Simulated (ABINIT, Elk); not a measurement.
An Elk input for a self-consistent single point of LiAg₃ (Pm-3m, 4 atoms in the cell) (DFT, PBEsol, all-electron FP-LAPW, Elk's shipped species files, APW+lo basis with extra local orbitals):

```
tasks
  0

xctype
  22

rgkmax
  7.5

gmaxvr
  14.0

nxlo
  2

lorbcnd
  .true.

rmtscf
  0.97

lmaxi
  2

swidth
  0.00183747

maxscl
  100

avec
    7.4695790343    0.0000000000    0.0000000000
    0.0000000000    7.4695790343    0.0000000000
    0.0000000000    0.0000000000    7.4695790343

sppath
  './'

atoms
  2
  'Li.in'
  1
  0.0000000000  0.0000000000  0.0000000000    0.0 0.0 0.0
  'Ag.in'
  3
  0.0000000000  0.5000000000  0.5000000000    0.0 0.0 0.0
  0.5000000000  0.0000000000  0.5000000000    0.0 0.0 0.0
  0.5000000000  0.5000000000  0.0000000000    0.0 0.0 0.0

ngridk
  8 8 8
```

Q: Write the same calculation as an input for ABINIT.

A: One input that does it (others would too):

```
# LiAg3, PseudoDojo nc-sr-04 PBEsol standard
pp_dirpath "./"
pseudos "Li.upf, Ag.upf"
acell 3.9527310000 3.9527310000 3.9527310000 Angstrom
rprim
         1.0000000000    0.0000000000    0.0000000000
         0.0000000000    1.0000000000    0.0000000000
         0.0000000000    0.0000000000    1.0000000000
natom 4
ntypat 2
znucl 3 47
typat 1 2 2 2
xred
         0.0000000000    0.0000000000    0.0000000000
         0.0000000000    0.5000000000    0.5000000000
         0.5000000000    0.0000000000    0.5000000000
         0.5000000000    0.5000000000    0.0000000000
ecut 1116 eV
occopt 3
tsmear 0.05 eV
nband 39
kptopt 1
ngkpt 8 8 8
nshiftk 1
shiftk 0 0 0
nstep 80
tolvrs 1.0e-11
prtwf 0
prtden 0
prtvol 1
enunit 1
```

Basis, cutoffs, solver keys and any potentials are the target program's own. This input uses DFT, PBEsol, plane waves, norm-conserving pseudopotentials (PseudoDojo nc-sr-04 PBEsol standard).

The starting cell comes from a database of computed structures (which also holds hypothetical and non-ambient phases and stackings), without a prior relaxation at this level. Its lattice was rescaled by a random factor within 2.5 % of one. For this run, on top of that: lattice scaled by 0.98.
